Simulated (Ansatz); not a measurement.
Ansatz (an electronic-structure program) run on NbH (Cmm2, 4 atoms in the cell): self-consistent single point.

Method of the run: PBEsol, default PAW files made with PBE (plane waves; Ansatz).

```
NbH
1.0
    1.83983    -2.38602     0.00000
    1.83983     2.38602     0.00000
    0.00000     0.00000     4.78982
Nb H
2 2
Direct
  0.75000   0.25000   0.27928
  0.25000   0.75000   0.73116
  0.25000   0.25000   0.00000
  0.75000   0.75000   0.00000
```

Reference input (self-consistent single point, DFT, PBEsol, plane waves, default PAW files made with PBE): basis.ecutwfc = 420 eV; kpoints.mp_grid.grid = 11 11 7; hamiltonian.xc = pbesol; hamiltonian.pseudopotentials = {kind: paw} (the program's default PAW files); scf.occupations.method = fermi_dirac; scf.occupations.width = 0.1 eV. This run's input differs from it in these lines:

Ansatz 0.2 input:
```diff
@@ -14,3 +14,3 @@
 kpoints:
-  mp_grid: { grid: [11, 11, 7] }
+  mp_grid: { grid: [18, 18, 12] }
 hamiltonian:
@@ -19,3 +19,3 @@
 scf:
-  occupations: { method: fermi_dirac, width: 0.1 }
+  occupations: { method: methfessel_paxton, width: 0.2 }
 output:
```

Log, with long lists cut:

```
SCF iter   1: F=—  HF=-9023.032415 eV  |F-HF|=—  |Δ(HF+E_count)|=         —  Δρ=6.87e-3  dr2=1.97e-2  ethr=1.77e-3  ⟨swp⟩=5.2  Hψ=49241  notcnv=0
all-band conjugate gradients solve this SCF's bands
preconditioner: auto → Kerker (q_TF=auto, 2.549 Å⁻¹)
SCF iter   2: F=—  HF=-9023.029419 eV  |F-HF|=—  |Δ(HF+E_count)|=   3.00e-3  S|Δr|=    0.00e0  Δρ=4.05e-3  dr2=7.38e-3  ethr=7.02e-5  ⟨swp⟩=1.6  Hψ=17944  notcnv=0
SCF iter   3: F=—  HF=-9023.027653 eV  |F-HF|=—  |Δ(HF+E_count)|=   1.77e-3  S|Δr|=    0.00e0  Δρ=5.32e-4  dr2=2.73e-4  ethr=2.64e-5  ⟨swp⟩=2.0  Hψ=14753  notcnv=0
SCF iter   4: F=—  HF=-9023.027602 eV  |F-HF|=—  |Δ(HF+E_count)|=   5.14e-5  S|Δr|=    0.00e0  Δρ=2.44e-4  dr2=5.16e-5  ethr=9.74e-7  ⟨swp⟩=2.0  Hψ=14583  notcnv=0
SCF iter   5: F=—  HF=-9023.027594 eV  |F-HF|=—  |Δ(HF+E_count)|=   7.82e-6  S|Δr|=    0.00e0  Δρ=9.41e-5  dr2=5.00e-6  ethr=1.84e-7  ⟨swp⟩=2.0  Hψ=13597  notcnv=0
SCF iter   6: F=-9023.027593 eV  HF=-9023.027593 eV  |F-HF|=3.23e-8  |Δ(HF+E_count)|=   9.15e-7  S|Δr|=    0.00e0  Δρ=1.40e-5  dr2=8.17e-8  ethr=3.57e-10  ⟨swp⟩=3.4  Hψ=48317  notcnv=0
SCF 1 converged in 6 iterations: F = -9023.027593 eV  dr2 = 8.17e-8
Stability not checked (fill_not_monotonic)
Free energy (F): -9023.027593 eV
Internal energy: -9023.028389 eV  (E = F + TS)
E sigma→0 (E₀):  -9023.027792 eV
Entropy (-TS):   0.000796 eV (0.199 meV/atom)
Fermi energy:    16.070842 eV
--- Forces (eV/Å), atoms counted from 1 ---
  atom   1  Nb     0.00000000    -0.00000000    -0.75823373
  atom   2  Nb     0.00000000     0.00000000     0.51187024
  atom   3  H      0.00000000     0.00000000     0.12318226
  atom   4  H      0.00000000     0.00000000     0.12318226
--- Stress (GPa, compression-positive) ---
       -5.772898       0.000000      -0.000000
        0.000000      -5.127903      -0.000000
       -0.000000      -0.000000      -4.835737
  P = ⅓ Tr σ = -5.2455 GPa (-52.455 kbar)
  The stress holds the Pulay correction. Without it, at fixed plane waves, as pw.x and ABINIT print it: P = -5.3509 GPa
```

The run converged in 6 iterations. Against the reference run the free energy goes up by 4.6 meV/atom, the pressure moves little (-5.15 to -5.25 GPa) and the largest force moves little (0.750 to 0.758 eV/Å).

The starting cell comes from a database of computed structures (which also holds hypothetical and non-ambient phases and stackings), without a prior relaxation at this level. Its lattice was rescaled by up to half a per cent. One atom was moved a little off its site on purpose. Spin polarisation is off. With a pressure of about -5 GPa the cell is away from its equilibrium volume at this level. Ansatz's pressure includes its estimate of the finite-basis (Pulay) stress.
